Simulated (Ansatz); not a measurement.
# TiO2: pressure series

The reference is TiO2 in the anatase structure (space group I4_1/amd, No. 141; a = 3.7780 Å, c = 9.5887 Å).

Cell and atoms are relaxed at each pressure.

Level of theory: Kohn–Sham DFT with the r2SCAN functional, run in Ansatz (a quantum-chemistry and plane-wave program) with PAW and 500 eV plane waves, no spin-orbit coupling, earlier PAW set.

| case | lattice parameter a | smallest direct gap | c/a ratio | width of the top valence band |
|---|---|---|---|---|
| base | 3.778 Å | 2.87 eV | 2.538 | 0.86 eV |
| pressure −2 GPa | 3.785 Å | 2.85 eV | [?] | 0.85 eV |
| pressure −1 GPa | 3.781 Å | 2.86 eV | 2.545 | 0.86 eV |
| pressure 0.3 GPa | 3.777 Å | 2.87 eV | 2.537 | 0.86 eV |
| pressure 0.7 GPa | 3.776 Å | 2.87 eV | 2.533 | 0.87 eV |
| pressure 1.5 GPa | 3.773 Å | 2.88 eV | 2.529 | 0.87 eV |
| pressure 3 GPa | 3.768 Å | 2.89 eV | 2.518 | 0.88 eV |
| pressure 5 GPa | 3.763 Å | 2.90 eV | 2.504 | 0.89 eV |
| pressure 7.5 GPa | 3.757 Å | [?] | 2.486 | 0.93 eV |
| pressure 10 GPa | 3.751 Å | 2.92 eV | 2.467 | 0.97 eV |

Question: Some entries are withheld; estimate them.

Answer: 
- pressure −2 GPa, c/a ratio: 2.551
- pressure 7.5 GPa, smallest direct gap: 2.91 eV

Load acts through the strain it causes; cell and atoms are relaxed under it. Whether these cells are dynamically stable was not tested. No other phases were tried under pressure. The final runs are not spin-polarised.
